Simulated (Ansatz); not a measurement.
Base system: PbF₂ in the fluorite structure (space group Fm-3m, No. 225; a = 5.8987 Å). Axes: x, y, z lie along the cube axes.

The change: the cell is compressed by 0.50 % along z with no lateral relaxation, atoms relaxed at fixed cell.

All numbers come from Ansatz (a quantum-chemistry and plane-wave program), PBEsol, PAW, cutoff 420 eV, without spin-orbit coupling.

### Question
Give the band edges at the high-symmetry points of the new zone, measured from its valence-band maximum.

### Answer
```json
[
 {"point": "Γ", "valence edge (eV)": "-2.10", "conduction edge (eV)": "6.67"},
 {"point": "X", "valence edge (eV)": "-0.16", "conduction edge (eV)": "4.30"},
 {"point": "P", "valence edge (eV)": "0.00", "conduction edge (eV)": "6.00"},
 {"point": "N", "valence edge (eV)": "-0.05", "conduction edge (eV)": "4.92"},
 {"point": "M", "valence edge (eV)": "-0.18", "conduction edge (eV)": "4.28"},
 {"point": "S", "valence edge (eV)": "-0.06", "conduction edge (eV)": "5.20"},
 {"point": "S₀", "valence edge (eV)": "-0.06", "conduction edge (eV)": "5.20"},
 {"point": "R", "valence edge (eV)": "-0.02", "conduction edge (eV)": "5.95"},
 {"point": "G", "valence edge (eV)": "-0.02", "conduction edge (eV)": "5.95"}
]
```

The gap is 4.28 eV, indirect, P → M.

With Pb present, leaving out spin-orbit coupling can change the band edges. The cells carry an imposed strain or load. Whether these cells are dynamically stable was not tested. Labels are those of the standard path for the cell's own space group.
